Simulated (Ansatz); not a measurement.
Ansatz (a program for electronic structure) run on LaPd (Cm, 4 atoms in the cell): relaxation of the atoms.

Computed with LDA (PW92), default PAW files made with PBE (plane waves; Ansatz).

The change in words: one atom moved by 0.15 angstrom; relax: default → atoms; relax.f_tol: default → 0.05 eV/Å. Reference geometry:
```
CELL_PARAMETERS angstrom
      1.98699    -5.50052     0.00000
      1.98699     5.50052     0.00000
      0.00000     0.00000     4.64436
ATOMIC_POSITIONS crystal
  La 0.86482 0.13518 0.75000
  La 0.13518 0.86482 0.25000
  Pd 0.58721 0.41279 0.75000
  Pd 0.41279 0.58721 0.25000
```

Reference input (self-consistent single point, DFT, LDA (PW92), plane waves, default PAW files made with PBE): basis.ecutwfc = 420 eV; kpoints.mp_grid.grid = 9 9 7; hamiltonian.xc = lda; hamiltonian.pseudopotentials = {kind: paw} (the program's default PAW files); scf.occupations.method = gaussian; scf.occupations.width = 0.1 eV. This run's input differs from it in these lines:

```diff
@@ -6,3 +6,3 @@
   atoms:
-    - { symbol: La, position: [0.864820, 0.135180, 0.750000] }
+    - { symbol: La, position: [0.864820, 0.135180, 0.782297] }
     - { symbol: La, position: [0.135180, 0.864820, 0.250000] }
@@ -23,2 +23,4 @@
     width: 0.1 eV
+relax:
+  f_tol: 0.05
 output:
```

The program printed (abridged):

```
   [... SCF lines of the steps left out ...]
relax step   1: F+E_penalty+E_count = -25844.43058764 eV  Δ(F+E_penalty+E_count) = +0.000e0 eV  max|allowed force component| = 5.077e-1 eV/Å  Δτ_max = 0.0000 Å  (7 SCF iters, dr2 threshold 6.25e-5 eV, accepted)
relax step   2: F+E_penalty+E_count = -25844.44399745 eV  Δ(F+E_penalty+E_count) = -1.341e-2 eV  max|allowed force component| = 3.349e-1 eV/Å  Δτ_max = 0.1685 Å  (7 SCF iters, dr2 threshold 1.61e-5 eV, accepted)
relax step   3: F+E_penalty+E_count = -25844.47045953 eV  Δ(F+E_penalty+E_count) = -2.646e-2 eV  max|allowed force component| = 6.940e-3 eV/Å  Δτ_max = 0.0822 Å  (7 SCF iters, dr2 threshold 7.01e-6 eV, accepted)
relax step   4: F+E_penalty+E_count = -25844.47046324 eV  Δ(F+E_penalty+E_count) = -3.712e-6 eV  max|allowed force component| = 6.642e-3 eV/Å  Δτ_max = 0.0000 Å  (4 SCF iters, accepted)
the relaxation is at rest under the 2 symmetry operations that the run kept from its start: a minimum is not shown …
Stability not checked: this state was not tested for a lower state beside it, because too few of the mixer's solves of this state at the end of the SCF gave a …
Free energy (F): -25844.470463 eV
Internal energy: -25844.456956 eV  (E = F + TS)
E sigma→0 (E₀):  -25844.463710 eV
Entropy (-TS):   -0.013507 eV (-3.377 meV/atom)
Fermi energy:    13.816040 eV
--- Forces (eV/Å), atoms counted from 1 ---
  atom   1  La     0.00000000    -0.00649866     0.00367277
   [... lines left out ...]
  atoms:
    - { symbol: La, position: [0.8659995638283529, 0.1340004361716472, 0.757872683183528] }
    - { symbol: La, position: [0.1340003406799714, 0.8659996593200285, 0.25846168836565453] }
    - { symbol: Pd, position: [0.585957460788107, 0.41404253921189305, 0.7583521353063264] }
    - { symbol: Pd, position: [0.4140426347035688, 0.5859573652964312, 0.2576104931444909] }
```

The run converged. 

Summary of the result:
- Free energy E − TS (on the zero of these files) = -25844.4705 eV
- Fermi level (on the code's own zero) = 13.82 eV
- Pressure = -4.75 GPa
- Largest force (vector length) = 0.009 eV/Å
- Relaxation steps = 4

The starting cell comes from a database of computed structures (which also holds hypothetical and non-ambient phases and stackings), without a prior relaxation at this level. Its lattice was rescaled by up to half a per cent. For this run, on top of that: one atom moved by 0.15 angstrom. Spin polarisation is off. Ansatz's pressure includes its estimate of the finite-basis (Pulay) stress.

Cost on one core of a shared machine: roughly 4 min.

Keys are those of Ansatz 0.2.
